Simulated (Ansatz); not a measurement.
**SiC: pressure series**

The reference is SiC in the zinc blende structure (space group F-43m, No. 216; a = 4.380 Å).

Cell and atoms are relaxed at each pressure.

All numbers come from PBE (Ansatz, a quantum-chemistry and plane-wave program, PAW, no SOC), earlier PAW set.

Notes on the quantities. hole mass: degenerate bands, along [100].

| change | lattice parameter a | hole mass |
|---|---|---|
| base | 438.0 pm | 0.36, 0.59, 0.59 mₑ (at Γ) |
| pressure −2 GPa | 439.4 pm | 0.36, 0.59, 0.59 mₑ (at Γ) |
| pressure −1 GPa | 438.7 pm | 0.36, 0.59, 0.59 mₑ (at Γ) |
| pressure 0.3 GPa | 437.8 pm | 0.36, 0.59, 0.59 mₑ (at Γ) |
| pressure 0.7 GPa | 437.5 pm | 0.36, 0.59, 0.59 mₑ (at Γ) |
| pressure 1.5 GPa | 437.0 pm | 0.36, 0.59, 0.59 mₑ (at Γ) |
| pressure 3 GPa | 436.0 pm | 0.37, 0.59, 0.59 mₑ (at Γ) |
| pressure 5 GPa | 434.7 pm | 0.37, 0.59, 0.59 mₑ (at Γ) |
| pressure 7.5 GPa | 433.2 pm | 0.38, 0.60, 0.60 mₑ (at Γ) |

The levels and masses belong to the bands next to the band gap. Load acts through the strain it causes; cell and atoms are relaxed under it. Masses are band curvatures over ±0.01 Å⁻¹ around the edge. Whether these cells are dynamically stable was not tested. No other phases were tried under pressure.
